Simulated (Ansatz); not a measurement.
# ZnGeP2: energy against volume

ZnGeP2 (chalcopyrite, I-42d, 19.179 Å³/atom and stress up to 0.01 GPa in the relaxed cell, c along z) under hydrostatic pressure, with the cell free. LDA in Ansatz, a plane-wave DFT program (PAW, default set), 420 eV, 9×9×9 Γ-centred mesh, Fermi-Dirac smearing 0.05 eV; ions are relaxed, or left where forces stay under 0.02 eV/Å, within the symmetry of each cell.

Here V stands for volume and E for E less E0.

```csv
volume (Å³/atom),E less E0 (meV/atom),pressure (GPa)
19.6355,2.91,-1.99
19.3977,0.69,-0.99
19.1786,0.00,-0.01
18.9882,0.53,0.90
18.7510,2.74,2.10
18.3222,11.50,4.50
17.6367,?,?
```

Fit E of the 6 rows that show it with the third-order Birch-Murnaghan form, a cubic in V^(-2/3). With u = V^(-2/3) - 0.1403, the rows have u = -0.0029047, -0.0017840, -0.0007311, 0.0002004, 0.0013828, 0.0035848. Least squares gives E = 0.325 + 892.3·u + 616790·u² + 1093895·u³. Residuals (row less fit): 0.000, 0.000, -0.002, 0.001, -0.001, 0.000; standard error 0.002 (degrees of freedom: 2). Its minimum lies at u = -0.0007247, so V0 = (0.1395753)^(-3/2) = 19.18. There d²E/du² = 1229000 and d³E/du³ = 6563000, so B0 = (4/9) × 19.18^(-7/3) × 1229000 × 0.160218 = 88.9 GPa (the last factor turns the table's units into GPa), and B0' = 4 + (2/3) × 0.1395753 × (6563000)/1229000 = 4.5. B0' rests on the cubic coefficient alone and has a standard error of 0.1 from these residuals.

Q: Predict the withheld E at V = 17.6367 from the fit, and compare with the calculation.

A: u = 0.0072894, so E = 0.325 + 892.3 × 0.0072894 + 616790 × 0.0072894² + 1093895 × 0.0072894³ = 40.026 meV/atom. The calculation gives 40.03 meV/atom, which the fit meets to the printed digits. The row lies outside the fitted rows, so this is an extrapolation. The scatter of the fitted rows lies at the last printed digit.

Other structures, which can take over under pressure, weren't tried. The same form fitted to the pressure column gives B0' = 4.5; series where the two differ by over 0.4 aren't shown. Rows are the converged runs of the series near zero and its far end, less any whose ions stayed unrelaxed beside relaxed ones; series whose fitted rows scatter by over a few per cent of the range, as at a crossing or softening among them, aren't shown in this form.
